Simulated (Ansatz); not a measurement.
## A computed series for SiO2: response to strain

Base system: SiO2 in the rutile structure (space group P4_2/mnm, No. 136; a = 4.185 Å, c = 2.669 Å).

Strains are applied to the cell and any free atomic positions relax.

All numbers come from r2SCAN in Ansatz (plane waves to 500 eV, PAW, spin-orbit coupling left out).

```json
[
 {"isotropic strain (%)": "-0.91", "band gap (eV)": "6.99"},
 {"isotropic strain (%)": "-0.62", "band gap (eV)": "6.84"},
 {"isotropic strain (%)": "0", "band gap (eV)": "6.51"},
 {"isotropic strain (%)": "0.92", "band gap (eV)": "?"},
 {"isotropic strain (%)": "1.9", "band gap (eV)": "5.58"}
]
```

Fit E_g = E₀ + Dε (ε in %) to the rows shown and predict the withheld row.

Least squares on the printed values gives E₀ = 6.53 eV, D = -501 meV per % of strain (largest residual 0.02 eV); this predicts 6.07 eV, and the run gives 6.05 eV, 0.02 lower.

Whether these cells are dynamically stable was not tested.

Ansatz is a quantum-chemistry and plane-wave program.
